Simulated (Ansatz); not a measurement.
The reference is MoS₂ (space group P6_3/mmc, No. 194; a = 3.149 Å, c = 12.091 Å; layered, stacked along the Cartesian z axis).

Level of theory: PBE-D3(BJ) (Ansatz, an electronic-structure program, PAW, scalar-relativistic without spin-orbit coupling), earlier PAW set.

For the base:

- Gap between the host's bands = 0.77 eV
- Gap character = indirect, Γ → k = (0.176, 0.176, 0) in the run's primitive reciprocal basis

The change: hole doping at 1.0×10^22 cm⁻³ (1.04 per cell), with a uniform compensating background at fixed cell and a 300 K Fermi–Dirac width.

Question: Predict the new Fermi level from band edge, gap between the host's bands and gap character.

Answer: The Fermi level relative to the doped band's edge (positive inside the band; to 0.05 eV) comes out as +1.10 eV; the gap between the host's bands grows by 0.054 eV, from 0.77 eV to 0.83 eV; the gap character stays indirect, Γ → k = (0.176, 0.176, 0) in the run's primitive reciprocal basis.

Carriers are added with a uniform compensating background; total energy and stress of such cells depend on the potential's zero and are not compared; many-body gap narrowing is missing at this level. Stability against distortions was not tested.
